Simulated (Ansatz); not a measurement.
The parent structure is Lu in the hcp (Mg type) structure (space group P6_3/mmc, No. 194; a = 3.443 Å, c = 5.367 Å; relaxed with 0.1 eV smearing). Axes: x lies along a and z along c of the hexagonal cell.

The values are results of PBEsol in Ansatz (plane waves to 420 eV, PAW, spin-orbit coupling left out), not measurements.

Base values:

```
Property    Value
--------  -------
Pressure  0.0 GPa
```

Perturbation: uniaxial strain ε_xx = +2.00 %, all other strain components held at zero; the atoms relax in the strained cell.

### Question
What does the calculation give for the energy relative to the base after the change?

### Answer
The energy grows by 3.2 meV/atom.

### Question
Estimate the effect on the pressure.

### Answer
The pressure (mean of the normal stresses, compression positive) goes from zero to -0.9 GPa.

No phonon test of stability was made.

Ansatz is a first-principles code.
